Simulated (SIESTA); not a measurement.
A self-consistent single point of RbBH4 (F-43m, 6 atoms in the cell) with SIESTA.

Method of the run: SIESTA with GGA PBEsol, numerical atomic orbitals TZP, PseudoDojo PBEsol standard norm-conserving potentials (rewritten from UPF to PSML).

The change in words: lattice scaled by 0.98. Reference geometry:
```
RbBH4
1.0
    0.00000     3.45324     3.45324
    3.45324     0.00000     3.45324
    3.45324     3.45324     0.00000
Rb B H
1 1 4
Direct
  0.00000   0.00000   0.00000
  0.50000   0.50000   0.50000
  0.60242   0.60242   0.60242
  0.19274   0.60242   0.60242
  0.60242   0.60242   0.19274
  0.60242   0.19274   0.60242
```

Reference input (self-consistent single point, DFT, GGA PBEsol, numerical atomic orbitals TZP, PseudoDojo PBEsol standard norm-conserving potentials (rewritten from UPF to PSML)): XC.functional = GGA; XC.authors = PBEsol; potentials = PseudoDojo PBEsol standard; PAO.BasisSize = TZP; PAO.EnergyShift = 0.005 Ry; MeshCutoff = 300 Ry; kgrid.MonkhorstPack = 6 6 6; OccupationFunction = FD; ElectronicTemperature = 10 K; MaxSCFIterations = 150; SCF.Mixer.Method = Pulay; SCF.Mixer.Weight = 0.1. This run's input differs from it in these lines:

```diff
@@ -13,5 +13,5 @@
 %block LatticeVectors
-     0.000000000    3.453240000    3.453240000
-     3.453240000    0.000000000    3.453240000
-     3.453240000    3.453240000    0.000000000
+     0.000000000    3.384175000    3.384175000
+     3.384175000    0.000000000    3.384175000
+     3.384175000    3.384175000    0.000000000
 %endblock LatticeVectors
```

Output, abridged:

```
        iscf     Eharris(eV)        E_KS(eV)     FreeEng(eV)     dDmax    Ef(eV) dHmax(eV)
   scf:    1     -874.187668     -877.147671     -877.147671  1.917834 -6.797445  7.920065
   scf:    2     -878.790273     -877.994886     -877.994886  0.066594 -7.158390  6.360582
   scf:    3     -879.946603     -879.462204     -879.462204  0.219844 -8.738190  0.460754
   scf:    4     -879.505447     -879.508258     -879.508258  0.043268 -8.705528  0.680922
   scf:    5     -879.538644     -879.526537     -879.526537  0.049671 -8.901283  0.084966
   [... 2 lines left out ...]
   scf:    8     -879.526972     -879.526972     -879.526972  0.000416 -8.850211  0.004766
   scf:    9     -879.526974     -879.526973     -879.526973  0.000170 -8.850329  0.001946
   scf:   10     -879.526973     -879.526973     -879.526973  0.000134 -8.850461  0.000075
   scf:   11     -879.526973     -879.526973     -879.526973  0.000005 -8.850464  0.000002
SCF Convergence by DM+H criterion
max |DM_out - DM_in|         :     0.0000050919
max |H_out - H_in|      (eV) :     0.0000017342
SCF cycle converged after 11 iterations

Using DM_out to compute the final energy and forces

siesta: E_KS(eV) =             -879.5270

siesta: E_KS - E_eggbox =      -879.5270

siesta: Atomic forces (eV/Ang):
     1   -0.000001   -0.000001   -0.000001
     2   -0.000006   -0.000006   -0.000006
     3    0.714662    0.714662    0.714662
     4    0.714659   -0.714657   -0.714657
     5   -0.714657   -0.714657    0.714659
     6   -0.714657    0.714659   -0.714657
   Tot   -0.000000   -0.000000   -0.000000
   Max    0.714662
   Res    0.583516    sqrt( Sum f_i^2 / 3N )
   Max    0.714662    constrained

   [... lines left out ...]
siesta: FreeEng =      -879.526973
   [... lines left out ...]
siesta:    -0.028810   -0.000001   -0.000001
siesta:    -0.000001   -0.028810   -0.000001
siesta:    -0.000001   -0.000001   -0.028810

siesta: Cell volume =         77.515479 Ang**3

siesta: Pressure (static):
siesta:                Solid            Molecule  Units
siesta:           0.00031378          0.00003534  Ry/Bohr**3
siesta:           0.02880961          0.00324506  eV/Ang**3
siesta:          46.15808581          5.19915380  kBar
```

The run converged in 11 iterations. Against the reference run the free energy goes up by 16.7 meV/atom, the pressure goes from 2.15 to 4.62 GPa, the largest force goes from 0.728 to 1.238 eV/Å and the gap on the mesh goes from 6.108 to 6.374 eV.

The starting cell comes from a database of computed structures (which also holds hypothetical and non-ambient phases and stackings), without a prior relaxation at this level. For this run, on top of that: lattice scaled by 0.98. Values carry the incompleteness of an atom-centred basis. The basis of the alkali or alkaline-earth atoms may lack their empty d shell, which can raise the gap. With a pressure of about 5 GPa the cell is away from its equilibrium volume at this level. Forces in this geometry exceed 1 eV/Å.

Cost on one core of a shared machine: roughly 50 s.
